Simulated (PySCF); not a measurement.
PySCF 2.14.0, PBE0/def2-svpd, df: Hf(NH2)3(SH) ([NH2][Hf]([NH2])([NH2])[SH]), 12 atoms. The geometry is a generated start, not checked to be a minimum at this level.

```yaml
task: energy
method: pbe0
basis: def2-svpd
two_electron_scheme: density fitting
mol.max_memory: 3000 MB
mf.max_cycle: 100
mf.conv_tol: 1e-09 (default)
mf.grids.level: 3 (default)
effective_core_potentials: those of the basis set, past Kr
basis_functions: 178
grid_points: 153040
```

```xyz
12

Hf    -0.2370     0.0282    -0.0428
N      0.9268    -0.6985    -1.5438
H      1.3898    -1.5906    -1.3531
H      1.6667    -0.0793    -1.8834
N      0.7037    -0.5575     1.6609
H      0.1350    -0.5952     2.5116
H      1.5886    -0.1312     1.9399
N     -0.5038     2.0252    -0.2578
H     -1.4447     2.3719    -0.4506
H      0.1262     2.6071    -0.8077
S     -2.4462    -1.0822     0.1531
H     -1.9052    -2.2979     0.0736
```

Charge 0 and multiplicity 1 are set for this test and not shown to be the ground state.

With the defaults (mf.DIIS = CDIIS, mf.diis = true, mf.level_shift = 0, mf.diis_space = 8, mf.diis_damp = 0, mf.init_guess = minao, mf.damp = 0, mf.diis_start_cycle = 1) it converges in 13 Fock builds. One run each on 2 threads, 1 BLAS thread, with these changes:
- mf.damp = 0.3, mf.diis_start_cycle = 4
- mf.level_shift = 0.3 Hartree
- mf.init_guess = atom
- mf.init_guess = huckel
- mf.diis_space = 5
- mf.diis = false
- mf.DIIS = EDIIS
- mf.level_shift = 1 Hartree
- mf.diis_damp = 0.3

### Question
Which runs fail or end elsewhere than the default run?

### Answer
No convergence: mf.DIIS = EDIIS; mf.diis = false (the run ends without SCF convergence in 100 cycles). The rest reach the solution of the defaults.

```tsv
setting	Fock builds	end
the defaults	13	same solution
mf.diis_damp = 0.3	13	same solution
mf.init_guess = atom	13	same solution
mf.init_guess = huckel	14	same solution
mf.diis_space = 5	15	same solution
mf.damp = 0.3, mf.diis_start_cycle = 4	16	same solution
mf.level_shift = 0.3 Hartree	17	same solution
mf.level_shift = 1 Hartree	37	same solution
mf.DIIS = EDIIS	101	no convergence
mf.diis = false	101	no convergence
```
